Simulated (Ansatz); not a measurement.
Base system: Sn in the diamond structure (space group Fd-3m, No. 227; a = 6.5665 Å). Axes: x, y, z lie along the cube axes.

The values are results of Ansatz (a program for electronic structure) r2SCAN, without spin-orbit coupling, not measurements.

Strains are applied to the cell and any free atomic positions relax.

One change was made to it. Results:

```tsv
quantity	base	after
energy relative to the base (free energy F)	0 meV/atom	+2.8 meV/atom
pressure (mean of the normal stresses, compression positive)	0.0 GPa	0.0 GPa
shortest interatomic distance	2.843 Å	2.834 Å
```

**Question.** Name the change that was made.
(A) tensor shear ε_xy = +1.43 %
(B) tensor shear ε_xy = +0.29 %
(C) tensor shear ε_xy = +0.86 %

**Answer.** A, tensor shear ε_xy = +1.43 %. For comparison, the energy relative to the base in the other runs: tensor shear ε_xy = +0.86 % gives +1.0 meV/atom; tensor shear ε_xy = +0.29 % gives +0.1 meV/atom.

No phonon test of stability was made.
